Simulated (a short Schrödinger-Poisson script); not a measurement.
System: gated Al0.33Ga0.67As/GaAs δ-doped gas, at 300 K.

| layer | material | thickness (nm) | Na (cm⁻³) |
|---|---|---|---|
| 1 | Al0.33Ga0.67As | 30 | - |
| 2 | Al0.33Ga0.67As | 5 | - |
| 3 | GaAs | 6000 | 4e14 |

The device is made up for the run: typed textbook-type constants, with dimensions and the other settings drawn at random. Al0.33Ga0.67As: permittivity 11.96, conduction-band edge (eV) 0.261, gap (eV) 1.836, electron mass (mₑ) 0.0944, Nv at 300 K (cm⁻³) 9e18. GaAs: permittivity 12.9, conduction-band edge (eV) 0, gap (eV) 1.424, Nv at 300 K (cm⁻³) 9e18.

Channel valleys (confinement mass, in-plane density-of-states mass, number): Γ 0.067, 0.067, 1. At the gate the conduction-band edge of layer 1 lies 1.01 eV − eVg above the Fermi level of the channel; the field vanishes at the back. Sheet of ionised δ-doping: +2.1e12 e/cm² at 30 nm from the gate. The barrier under the gate holds no holes. Gaps are held at their typed values at every temperature. Mesh 0.08 nm at interfaces.

From a short Schrödinger-Poisson script (our own, NumPy): 1D Poisson equation in equilibrium, electrons quantum, Hartree (BenDaniel-Duke, 40 states a valley, the channel's in-plane mass for all, wave functions free to enter the barrier), parabolic valleys, classical holes, full ionisation, no traps, pinning or gate leakage.

Problem. List the lowest subbands of each valley and their electrons at Vg = 0.5 V.

Solution. 
```csv
valley,subband,energy from the Fermi level (meV),electrons (cm⁻²),share (%)
Γ,0,-14.5,7.33e11,68.3
Γ,1,33.3,1.76e11,16.4
Γ,2,59.9,6.80e10,6.3
```

All electrons: 1.07e12 cm⁻².
